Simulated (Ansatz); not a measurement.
A self-consistent single point of CaC2 (P-1, 6 atoms in the cell) with Ansatz (an electronic-structure program).

Method of the run: PBEsol, default PAW files made with PBE (plane waves; Ansatz).

```
CELL_PARAMETERS angstrom
      3.87625     0.00000     0.00000
      1.84964     3.53935     0.00000
      0.41179     1.00694     7.21993
ATOMIC_POSITIONS crystal
  Ca 0.22555 0.98060 0.75247
  Ca 0.77445 0.01940 0.24753
  C  0.13145 0.40051 0.06016
  C  0.86855 0.59949 0.93984
  C  0.44816 0.63441 0.43396
  C  0.55184 0.36559 0.56604
```

Reference input (self-consistent single point, DFT, LDA (PW92), plane waves, default PAW files made with PBE): kpoints.mp_grid.grid = 7 6 3; hamiltonian.xc = lda; hamiltonian.pseudopotentials = {kind: paw} (the program's default PAW files); scf.occupations.method = fixed. This run's input differs from it in these lines:

Ansatz 0.2 input:
```diff
@@ -15,3 +15,3 @@
 hamiltonian:
-  xc: lda
+  xc: pbesol
   pseudopotentials: { kind: paw }
```

Log, with long lists cut:

```
SCF iter   1: F=—  HF=-4573.730215 eV  |F-HF|=—  |Δ(HF+E_count)|=         —  Δρ=6.17e-3  dr2=4.49e-2  ethr=1.77e-3  ⟨swp⟩=4.0  Hψ=6258  notcnv=0  defer=210
all-band conjugate gradients solve this SCF's bands
preconditioner: auto → Resta (q_TF=auto, 2.305 Å⁻¹)
SCF iter   2: F=—  HF=-4573.719994 eV  |F-HF|=—  |Δ(HF+E_count)|=   1.02e-2  Δρ=2.23e-3  dr2=5.66e-3  ethr=1.25e-4  ⟨swp⟩=2.1  Hψ=2561  notcnv=0  defer=256
   [... lines left out ...]
SCF iter   4: F=—  HF=-4573.719981 eV  |F-HF|=—  |Δ(HF+E_count)|=   1.50e-4  Δρ=1.04e-4  dr2=1.50e-5  ethr=8.14e-7  ⟨swp⟩=2.0  Hψ=1929  notcnv=0  defer=256
SCF iter   5: F=—  HF=-4573.719991 eV  |F-HF|=—  |Δ(HF+E_count)|=   1.01e-5  Δρ=2.68e-5  dr2=7.84e-7  ethr=4.17e-8  ⟨swp⟩=2.2  Hψ=2066  notcnv=0  defer=146
SCF iter   6: F=—  HF=-4573.719991 eV  |F-HF|=—  |Δ(HF+E_count)|=   6.72e-7  Δρ=1.00e-5  dr2=1.38e-7  ethr=2.78e-10  ⟨swp⟩=13.6  Hψ=11091  notcnv=0
SCF iter   7: F=-4573.719991 eV  HF=-4573.719991 eV  |F-HF|=2.16e-9  |Δ(HF+E_count)|=   1.92e-8  Δρ=2.29e-6  dr2=5.62e-9  ethr=2.78e-10  ⟨swp⟩=4.8  Hψ=4731  notcnv=0
SCF 1 converged in 7 iterations: F = -4573.719991 eV  dr2 = 5.62e-9
Free energy (F): -4573.719991 eV
Internal energy: -4573.719991 eV  (E = F + TS)
E sigma→0 (E₀):  -4573.719991 eV
Fermi energy:    4.093767 eV
--- Forces (eV/Å), atoms counted from 1 ---
  atom   1  Ca     0.05853961    -0.01968925     0.00033138
  atom   2  Ca    -0.05853961     0.01968925    -0.00033138
  atom   3  C      0.03956419    -0.05160136     0.10289552
  atom   4  C     -0.03956419     0.05160136    -0.10289552
  atom   5  C      0.00217280     0.07225260    -0.08622263
  atom   6  C     -0.00217280    -0.07225260     0.08622263
--- Stress (GPa, compression-positive) ---
       -2.908363       0.110047      -0.112459
        0.110047      -2.663545      -0.083719
       -0.112459      -0.083719      -2.480003
  P = ⅓ Tr σ = -2.6840 GPa (-26.840 kbar)
  The stress holds the Pulay correction. Without it, at fixed plane waves, as pw.x and ABINIT print it: P = -2.8882 GPa
```

The run converged in 7 iterations. Against the reference run the pressure goes from -5.60 to -2.68 GPa, the largest force goes from 0.357 to 0.122 eV/Å and the gap on the mesh goes from 2.413 to 2.457 eV.

The starting cell comes from a database of computed structures (which also holds hypothetical and non-ambient phases and stackings), without a prior relaxation at this level. Its lattice was rescaled by a random factor within 2.5 % of one. Ansatz's pressure includes its estimate of the finite-basis (Pulay) stress.
